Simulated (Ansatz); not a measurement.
# Hypothetical rock salt GaSb, pressure series

Take GaSb in the rock salt structure (space group Fm-3m, No. 225; a hypothetical phase, not in the database extracts checked) as the base.

```cif
data_Ga4Sb4
_chemical_formula_sum 'Sb4 Ga4'
_space_group_name_H-M_alt 'Fm-3m'
_space_group_IT_number 225
_space_group_name_Hall '-F 4 2 3'
_cell_length_a 5.69665
_cell_length_b 5.69665
_cell_length_c 5.69665
_cell_angle_alpha 90.000
_cell_angle_beta 90.000
_cell_angle_gamma 90.000
loop_
_atom_site_label
_atom_site_type_symbol
_atom_site_symmetry_multiplicity
_atom_site_Wyckoff_symbol
_atom_site_fract_x
_atom_site_fract_y
_atom_site_fract_z
_atom_site_occupancy
Sb1 Sb 4 a 0.00000 0.00000 0.00000 1
Ga1 Ga 4 b 0.50000 0.50000 0.50000 1
```
(The calculation used a cell of 2 atoms; values per cell refer to that cell.)

Cell and atoms are relaxed at each pressure.

Level of theory: PBEsol (Ansatz, a program for electronic structure; PAW; 420 eV plane waves; spin-orbit coupling left out).

| P (GPa) | V (Å³/atom) |
|---|---|
| -2.02 | 23.912 |
| -1.00 | 23.487 |
| 0.30 | 23.003 |
| 0.70 | 22.867 |
| 1.49 | 22.609 |
| 3.00 | 22.159 |
| 5.01 | 21.631 |
| 7.51 | 21.058 |
| 10.01 | 20.559 |

Task: Fit a third-order Birch–Murnaghan equation of state.

Result: Least squares on P(V) = (3B₀/2)[(V₀/V)^(7/3) − (V₀/V)^(5/3)]·[1 + (3/4)(B₀′ − 4)((V₀/V)^(2/3) − 1)] gives V₀ = 23.11 Å³/atom, B₀ = 64 GPa and B₀′ = 4.9.

Load acts through the strain it causes; cell and atoms are relaxed under it. Stability against distortions was not tested. No other phases were tried under pressure. All final runs are without spin polarisation.
